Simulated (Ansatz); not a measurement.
We consider CsCl-type FeAl, described by PBEsol (Ansatz, an electronic-structure program, plane waves, PAW).

Numerical settings: plane-wave cutoff 520 eV, 16×16×16 k mesh, Fermi–Dirac smearing 0.1 eV, perturbation theory, force constants from a 4×4×4 q mesh, no spin polarisation, scalar-relativistic PAW data made under PBE.

Computed at the level's own relaxed cell. Harmonic vibrational thermodynamics at fixed volume:

| T (K) | S_vib (J/K per mol of atoms) | C_V (J/K per mol of atoms) | F_vib (eV/atom) |
|---|---|---|---|
| 100 | 4.47 | 9.26 | 0.0487 |
| 200 | 14.11 | 18.19 | 0.0391 |
| 400 | 28.62 | 22.91 | -0.0064 |
| 500 | 33.81 | 23.61 | -0.0388 |
| 600 | 38.15 | 24.00 | -0.0762 |
| 700 | 41.87 | 24.25 | -0.1177 |
| 1000 | 50.59 | 24.60 | -0.2622 |

The crystal is taken as a harmonic solid at every temperature: melting, phase changes and thermal expansion are not seen, nor the electrons' share in a metal.
